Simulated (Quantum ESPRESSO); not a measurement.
Worked example: self-consistent single point of F2 (C2/c, 4 atoms in the cell) in Quantum ESPRESSO.

Method: PBEsol, GBRV 1.5 ultrasoft (PBESOL) pseudopotentials (plane waves; Quantum ESPRESSO).

The change in words: lattice scaled by 0.98. Reference geometry:
```
F2
1.0
    2.55632    -1.58403     0.00000
    2.55632     1.58403     0.00000
   -0.56211     0.00000     6.59771
F
4
Cartesian
  3.52689   0.50610   3.94517
  1.02364  -0.50610   2.65254
  0.74259   0.50610   5.95140
  3.80794  -0.50610   0.64631
```

Reference input (self-consistent single point, DFT, PBEsol, plane waves, GBRV 1.5 ultrasoft (PBESOL) pseudopotentials): ecutwfc = 40 Ry; ecutrho = 200 Ry; occupations = fixed; potentials = {F: f_pbesol_v1.4.uspp.F.UPF}; K_POINTS = automatic 10 10 4 0 0 0; nbnd = 18; conv_thr = 1e-10 Ry; mixing_beta = 0.7. This run's input differs from it in these lines:

```diff
@@ -24,10 +24,10 @@
 CELL_PARAMETERS angstrom
-   2.5563200000    -1.5840250000     0.0000000000
-   2.5563200000     1.5840250000     0.0000000000
-  -0.5621090000     0.0000000000     6.5977080000
+   2.5051940000    -1.5523440000     0.0000000000
+   2.5051940000     1.5523440000     0.0000000000
+  -0.5508670000     0.0000000000     6.4657540000
 ATOMIC_POSITIONS angstrom
-F     3.5268898336    0.5060959875    3.9451654757
-F     1.0236411664   -0.5060959875    2.6525425243
-F     0.7425866664    0.5060959875    5.9513965243
-F     3.8079443336   -0.5060959875    0.6463114757
+F     3.4563525337    0.4959739080    3.8662622618
+F     1.0031684663   -0.4959739080    2.5994917382
+F     0.7277349663    0.4959739080    5.8323687382
+F     3.7317860337   -0.4959739080    0.6333852618
 K_POINTS automatic
```

The program printed (abridged):

```
     Self-consistent Calculation

     iteration #  1     ecut=    40.00 Ry     beta= 0.70

---- Real-time Memory Report at c_bands before calling an iterative solver
            97 MiB given to the printing process from OS
            63 MiB allocation reported by mallinfo(arena+hblkhd)
------------------

     Threshold (ethr) on eigenvalues was too large:
     Diagonalizing with lowered threshold

---- Real-time Memory Report at c_bands before calling an iterative solver
           109 MiB given to the printing process from OS
            74 MiB allocation reported by mallinfo(arena+hblkhd)
------------------

   [... lines left out ...]

---- Real-time Memory Report at c_bands before calling an iterative solver
           111 MiB given to the printing process from OS
            77 MiB allocation reported by mallinfo(arena+hblkhd)
------------------

     total energy              =    -193.41329531 Ry
     estimated scf accuracy    <          2.1E-10 Ry

     iteration #  8     ecut=    40.00 Ry     beta= 0.70

---- Real-time Memory Report at c_bands before calling an iterative solver
           111 MiB given to the printing process from OS
            77 MiB allocation reported by mallinfo(arena+hblkhd)
------------------
     End of self-consistent calculation

     highest occupied, lowest unoccupied level (ev):    -1.8262    1.0790

!    total energy              =    -193.41329531 Ry
     estimated scf accuracy    <          5.1E-12 Ry

     convergence has been achieved in   8 iterations

     Forces acting on atoms (cartesian axes, Ry/au):

     atom    1 type  1   force =    -0.00142496   -0.01456395    0.03304683
     atom    2 type  1   force =     0.00142496    0.01456395   -0.03304683
     atom    3 type  1   force =     0.00142496   -0.01456395   -0.03304683
     atom    4 type  1   force =    -0.00142496    0.01456395    0.03304683

     Total force =     0.072284     Total SCF correction =     0.000013

          total   stress  (Ry/bohr**3)                   (kbar)     P=       41.43
   0.00009171   0.00000000  -0.00001407           13.49        0.00       -2.07
   0.00000000   0.00019192   0.00000000            0.00       28.23        0.00
  -0.00001407   0.00000000   0.00056130           -2.07        0.00       82.57

   JOB DONE.
```

The run converged in 8 iterations. Against the reference run the free energy goes up by 13.5 meV/atom, the pressure goes from 0.18 to 4.14 GPa, the largest force goes from 0.129 to 0.929 eV/Å and the gap on the mesh goes from 2.620 to 2.905 eV.

The starting cell comes from a database of computed structures (which also holds hypothetical and non-ambient phases and stackings), without a prior relaxation at this level. For this run, on top of that: lattice scaled by 0.98. With a pressure of about 4 GPa the cell is away from its equilibrium volume at this level.
